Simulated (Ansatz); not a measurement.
An ideal cubic perovskite cell is held by its symmetry; such compounds can tilt or shift off centre at room temperature.

 Where the default PAW files enter, the runs use the earlier of Ansatz's two default sets.

The decay constant κ of evanescent states in the gap governs leakage through a thin film.

Input:

```
CsSnI3
1.0
    6.16051     0.00000     0.00000
    0.00000     6.16051     0.00000
    0.00000     0.00000     6.16051
Cs Sn I
1 1 3
Cartesian
  3.08025   3.08025   3.08025
  0.00000   0.00000   0.00000
  3.08025   0.00000   0.00000
  0.00000   3.08025   0.00000
  0.00000   0.00000   3.08025
```

Space group of this cell: Pm-3m, cubic perovskite. The cell is strained (all lengths scaled by 0.98); by r2SCAN its mean pressure is 0.6 GPa.

Transport runs along the normal of the first two printed cell vectors, the (001) plane of the conventional cell.

No gap correction and no spin-orbit coupling; mid-gap values are interpolated between computed energies.

Give the band gap and the smallest decay constant κ at mid-gap that Ansatz (an electronic-structure program) with r2SCAN yields.

Gap 0.31 eV on a 6×6×6 mesh; κ = 0.022 1/Å, at (0.500, 0.500) of the in-plane reciprocal vectors. At the zone centre, at the nearest computed energy, the slowest state has κ = 0.12 1/Å.
